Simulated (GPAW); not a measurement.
# GPAW run on InPd3 (I4/mmm, 4 atoms in the cell): self-consistent single point

Computed with PBEsol, GPAW PAW datasets PBEsol (made by gpaw-setup) (plane waves; GPAW).

Input:

```python
from ase import Atoms
from ase.units import GPa
from gpaw import GPAW, PW, FermiDirac

atoms = Atoms(['In', 'Pd', 'Pd', 'Pd'],
              cell=[[-2.066155, 2.066155, 3.759500],
                    [2.066155, -2.066155, 3.759500],
                    [2.066155, 2.066155, -3.759500]],
              scaled_positions=[[0.000000, 0.000000, 0.000000],
                                [0.750000, 0.250000, 0.500000],
                                [0.250000, 0.750000, 0.500000],
                                [0.500000, 0.500000, 0.000000]],
              pbc=True)

calc = GPAW(mode=PW(550),
            xc='PBEsol',
            kpts=(9, 9, 9),
            occupations=FermiDirac(0.1),
            nbands=-10,
            convergence={'density': 1e-05, 'energy': 1e-05},
            symmetry={'symmorphic': False, 'tolerance': 0.0005},
            maxiter=120)

atoms.calc = calc

energy = atoms.get_potential_energy()
print('Energy (eV):', round(energy, 6))
forces = atoms.get_forces()
print('Forces (eV/Ang):')
print(forces.round(5))
stress = atoms.get_stress()
print('Stress (GPa, Voigt):', (stress / GPa).round(4))
```

The program printed (abridged):

```
Input parameters:
  convergence: {density: 1e-05,
                energy: 1e-05}
  kpts: [9 9 9]
  maxiter: 120
  mode: {ecut: 550.0,
         name: pw}
  nbands: -10
  occupations: {fixmagmom: False,
                name: fermi-dirac,
                width: 0.1}
  symmetry: {symmorphic: False,
             tolerance: 0.0005}
  xc: PBEsol

species:
  In:
    name: Indium
    Z: 49.0
    valence: 13
    core: 36
    charge: 0.0
    file: In.PBEsol.gz

    # Using partial waves for In as LCAO basis

  Pd:
    name: Palladium
    Z: 46.0
    valence: 16
    core: 30
    charge: 0.0
    file: Pd.PBEsol.gz

    # Using partial waves for Pd as LCAO basis

Reference energy: -571384.409780  # eV

Spin-paired calculation

Convergence criteria:
 Maximum [total energy] change in last 3 cyles: 1e-05 eV / valence electron
 Maximum integral of absolute [dens]ity change: 1e-05 electrons / valence electron
 Maximum integral of absolute [eigenst]ate change: 4e-08 eV^2 / valence electron
 Maximum number of scf [iter]ations: 120

Symmetries present (total): 16
Symmetries with fractional translations: 0
729 k-points: 9 x 9 x 9 Monkhorst-Pack grid
75 k-points in the irreducible part of the Brillouin zone
       k-points in crystal coordinates                weights
   0:     0.00000000    0.00000000    0.00000000          1/729
   1:     0.11111111   -0.11111111    0.00000000          4/729
   2:     0.11111111   -0.11111111    0.11111111          4/729
   [... 7 lines left out ...]
          ...
  74:     0.44444444    0.44444444    0.44444444          8/729

Wave functions: Plane wave expansion
  Cutoff energy: 550.000 eV
  Number of coefficients (min, max): 1863, 1905
  Pulay-stress correction: 0.000000 eV/Ang^3 (de/decut=0.000000)

Occupation numbers: Fermi-Dirac:
  width: 0.1000  # eV

Eigensolver

Densities:
  Coarse grid: 27*27*27 grid
  Fine grid: 54*54*54 grid
  Total Charge: 0.000000

Density mixing:
  Method: separate
  Backend: pulay
  Linear mixing parameter: 0.05
  old densities: 5
  Damping of long wavelength oscillations: 50

Hamiltonian:
  XC and Coulomb potentials evaluated on a 54*54*54 grid
  External potential:
    NoExternalPotential

XC parameters: PBEsol with 2 nearest neighbor stencil

Number of atoms: 4
Number of atomic orbitals: 45
Number of bands in calculation: 40
Number of valence electrons: 61
Bands to converge: occupied

Density initialized from atomic densities
  40 bands from LCAO basis set

Atomic positions and initial magnetic moments

Positions:
   0 In     0.000000    0.000000    0.000000    ( 0.0000,  0.0000,  0.0000)
   1 Pd     0.000000    2.066155    1.879750    ( 0.0000,  0.0000,  0.0000)
   2 Pd     2.066155    0.000000    1.879750    ( 0.0000,  0.0000,  0.0000)
   3 Pd     0.000000    0.000000    3.759500    ( 0.0000,  0.0000,  0.0000)

Unit cell:
           periodic     x           y           z      points  spacing
  1. axis:    yes   -2.066155    2.066155    3.759500    27     0.1341
  2. axis:    yes    2.066155   -2.066155    3.759500    27     0.1341
  3. axis:    yes    2.066155    2.066155   -3.759500    27     0.1082

  Lengths:   4.761495   4.761495   4.761495
  Angles:  128.565557 128.565557  75.710622

Effective grid spacing dv^(1/3) = 0.1483

     iter     time        total  log10-change:
                         energy   eigst   dens
iter:   1 --:--:--   -22.962422
iter:   2 --:--:--   -21.790810   -1.48  -1.22
iter:   3 --:--:--   -19.615282   -0.38  -1.27
iter:   4 --:--:--   -18.998637   -1.50  -1.82
iter:   5 --:--:--   -18.962294   -1.95  -1.69
iter:   6 --:--:--   -18.889285   -1.95  -2.11
iter:   7 --:--:--   -18.849297   -3.08  -2.33
iter:   8 --:--:--   -18.849203   -3.21  -2.62
iter:   9 --:--:--   -18.834848   -3.38  -2.60
iter:  10 --:--:--   -18.834470   -4.23  -3.23
iter:  11 --:--:--   -18.834462c  -5.56  -3.61
iter:  12 --:--:--   -18.834485c  -5.60  -3.65
iter:  13 --:--:--   -18.834464c  -5.50  -3.78
iter:  14 --:--:--   -18.834455c  -6.44  -3.87
iter:  15 --:--:--   -18.834442c  -6.68  -3.93
iter:  16 --:--:--   -18.834389c  -6.09  -4.01
iter:  17 --:--:--   -18.834393c  -6.47  -4.25
iter:  18 --:--:--   -18.834387c  -7.36  -4.26
iter:  19 --:--:--   -18.834380c  -7.49c -4.46
iter:  20 --:--:--   -18.834382c  -7.65c -4.59
iter:  21 --:--:--   -18.834386c  -8.03c -4.63
iter:  22 --:--:--   -18.834386c  -7.65c -4.67
iter:  23 --:--:--   -18.834385c  -8.93c -5.34c

Converged after 23 iterations.

Dipole moment: (-0.000000, 0.000000, -0.000000) |e|*Ang

Energy contributions relative to reference atoms: (reference = -571384.409780)

Kinetic:         +0.310639
Potential:      -12.065133
External:        +0.000000
XC:              -6.670182
Entropy (-ST):   -0.065359
Local:           -0.377030
SIC:             +0.000000
--------------------------
Free energy:    -18.867064
Extrapolated:   -18.834385

Showing only first 2 kpts
 Kpt  Band  Eigenvalues  Occupancy
  0    28      8.42239    1.99978
  0    29      9.08100    1.85476
  0    30     11.70062    0.00000
  0    31     14.12787    0.00000

  1    28      8.27101    1.99995
  1    29      8.99438    1.93624
  1    30     12.48215    0.00000
  1    31     13.28802    0.00000

Fermi level: 9.33571

No gap
No difference between direct/indirect transitions
Energy (eV): -18.834385

Forces in eV/Ang:
  0 In    0.00000    0.00000    0.00000
  1 Pd    0.00000    0.00000    0.00000
  2 Pd    0.00000    0.00000    0.00000
  3 Pd    0.00000    0.00000   -0.00000

Stress tensor:
     0.026214     0.000000     0.000000
     0.000000     0.026214     0.000000
     0.000000     0.000000     0.023382
Stress (GPa, Voigt): [4.2    4.2    3.7462 0.     0.     0.    ]
```

The run converged in 23 iterations. GPAW prints stress with tension positive.

The starting cell comes from a database of computed structures (which also holds hypothetical and non-ambient phases and stackings), without a prior relaxation at this level. Spin polarisation is off. With a pressure of about -4 GPa the cell is away from its equilibrium volume at this level.

Cost on one core of a shared machine: roughly 6 min.
